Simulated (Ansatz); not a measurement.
Ansatz (a quantum-chemistry and plane-wave program) run on SrZn2Sb2 (P-3m1, 5 atoms in the cell): zone-centre phonon calculation.

Level of theory: LDA (PW92), default PAW files made with PBE (plane waves; Ansatz).

```
CELL_PARAMETERS angstrom
      4.49932     0.00000     0.00000
     -2.24966     3.89653     0.00000
      0.00000     0.00000     7.71668
ATOMIC_POSITIONS crystal
  Sr 0.00000 0.00000 0.00000
  Zn 0.66667 0.33333 0.36615
  Zn 0.33333 0.66667 0.63385
  Sb 0.33333 0.66667 0.27203
  Sb 0.66667 0.33333 0.72797
```

Reference input (self-consistent single point, DFT, LDA (PW92), plane waves, default PAW files made with PBE): basis.ecutwfc = 30.9 Ry; kpoints.mp_grid.grid = 8 8 4; hamiltonian.xc = lda; hamiltonian.pseudopotentials = {kind: paw} (the program's default PAW files); scf.occupations.method = fermi_dirac; scf.occupations.width = 0.0073 Ry. This run's input differs from it in these lines:

Ansatz 0.2 input:
```diff
@@ -15,3 +15,3 @@
   mp_grid:
-    grid: [8, 8, 4]
+    grid: [12, 12, 4]
 hamiltonian:
@@ -24,6 +24,5 @@
     width: 0.0073 Ry
-output:
-  forces: true
-  eigenvalues: true
-  stress: true
+phonons:
+  method: dfpt
+  qmesh: [1, 1, 1]
```

The program printed (abridged):

```
SCF iter   1: F=—  HF=-22610.832866 eV  |F-HF|=—  |Δ(HF+E_count)|=         —  Δρ=5.79e-3  dr2=2.88e-2  ethr=1.77e-3  ⟨swp⟩=9.1  Hψ=32819  notcnv=0
all-band conjugate gradients solve this SCF's bands
preconditioner: auto → Kerker (q_TF=auto, 2.408 Å⁻¹)
SCF iter   2: F=—  HF=-22610.828400 eV  |F-HF|=—  |Δ(HF+E_count)|=   4.47e-3  Δρ=3.08e-3  dr2=9.80e-3  ethr=4.50e-5  ⟨swp⟩=2.0  Hψ=10273  notcnv=0
   [... lines left out ...]
SCF iter  12: F=—  HF=-22610.826447 eV  |F-HF|=—  |Δ(HF+E_count)|=  2.07e-10  Δρ=5.53e-7  dr2=4.28e-10  ethr=2.25e-12  ⟨swp⟩=2.0  Hψ=11459  notcnv=0
SCF iter  13: F=—  HF=-22610.826447 eV  |F-HF|=—  |Δ(HF+E_count)|=  2.55e-11  Δρ=2.29e-7  dr2=7.02e-11  ethr=1.00e-12  ⟨swp⟩=2.0  Hψ=10803  notcnv=0
SCF iter  14: F=—  HF=-22610.826447 eV  |F-HF|=—  |Δ(HF+E_count)|=  2.91e-11  Δρ=1.94e-7  dr2=3.67e-11  ethr=1.00e-12  ⟨swp⟩=2.0  Hψ=8020  notcnv=0
SCF iter  15: F=-22610.826447 eV  HF=-22610.826447 eV  |F-HF|=7.28e-12  |Δ(HF+E_count)|=  1.82e-11  Δρ=3.77e-8  dr2=2.51e-12  ethr=1.00e-12  ⟨swp⟩=5.6  Hψ=30705  notcnv=0
SCF 1 converged in 15 iterations: F = -22610.826447 eV  dr2 = 2.51e-12
DFPT response loops at Γ: preconditioner auto → Kerker (q_TF=auto, 2.408 Å⁻¹) (partly filled bands, converged f_vac=0.024) …
the run's response loops start from zero, take more passes and end by a threshold …
   [... lines left out ...]
WARN: on the 16×16×8 q-mesh 8 entries of the irreducible table, 6.836e-3 modes per cell, the lowest at -11.75 cm⁻¹, stand at or below zero and are read as no …
Free energy (F): -22610.826447 eV
Fermi energy:    8.492289 eV
   [... lines left out ...]
  largest difference from the sums on the solved wave vectors: F 5.55e-1 eV, S 8.12e-4 and C_V 2.58e-4 eV/K
  zero-point energy: 0.095616 eV/cell   skipped modes (ω ≤ 0): 11, of them read as no rigid motion or as one in doubt …
```

The run converged in 15 iterations. 

Summary of the result:
* **Free energy E − TS (on the zero of these files)**: -22610.8264 eV
* **Fermi level (on the code's own zero)**: 8.49 eV
* **Zone-centre frequencies (cm⁻¹; negative means imaginary)**: 0, 0, 0, 37, 37, 89, 89, 90, 108, 128, 140, 155, 155, 161, 161

The starting cell comes from a database of computed structures (which also holds hypothetical and non-ambient phases and stackings), without a prior relaxation at this level. Its lattice was rescaled by up to half a per cent.

Cost on one core of a shared machine: roughly 20 min.
